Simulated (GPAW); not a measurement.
Band structure of K2S (Fm-3m, 3 atoms in the cell).

```
CELL_PARAMETERS angstrom
      0.00000     3.73649     3.73649
      3.73649     0.00000     3.73649
      3.73649     3.73649     0.00000
ATOMIC_POSITIONS crystal
  K  0.25000 0.25000 0.25000
  K  0.75000 0.75000 0.75000
  S  0.00000 0.00000 0.00000
```

Computed with PBE, GPAW PAW datasets PBE (gpaw-data 1.0.1) (plane waves; GPAW).

Settings: mode = pw; ecut = 600 eV; xc = PBE; kpts = 6 6 6; mesh shift (steps) = 0 0 0; occupations.name = fermi-dirac; occupations.width = 0.05 eV; nbands = -8; convergence.bands = -6; symmetry.symmorphic = false; symmetry.tolerance = 0.0005; maxiter = 120; bandpath_npoints = 40.

The starting cell has typed, rounded lattice constants, without a prior relaxation at this level. Its lattice was rescaled by a random factor within 2.5 % of one.

Question: Predict the gap along the standard path and the places of the band edges.

Answer: The gap along the path is 2.31 eV, from X to Γ; the smallest direct gap on it is 2.48 eV.

Levels in eV from the top of the valence band on the SCF mesh, bands 9 to 16:
| point | 9 | 10 | 11 | 12 | 13 | 14 | 15 | 16 |
|---|---|---|---|---|---|---|---|---|
| Γ | -9.59 | -0.17 | -0.17 | -0.17 | 2.31 | 5.46 | 5.46 | 7.36 |
| X | -9.38 | -0.71 | 0.00 | 0.00 | 3.50 | 5.24 | 6.45 | 6.56 |
| W | -9.38 | -0.37 | -0.37 | -0.02 | 3.71 | 5.69 | 5.69 | 6.64 |
| K | -9.38 | -0.53 | -0.20 | -0.01 | 3.72 | 5.39 | 6.19 | 6.63 |
| L | -9.42 | -0.60 | -0.05 | -0.05 | 4.66 | 4.89 | 5.77 | 5.77 |
| U | -9.38 | -0.53 | -0.20 | -0.01 | 3.72 | 5.39 | 6.19 | 6.63 |
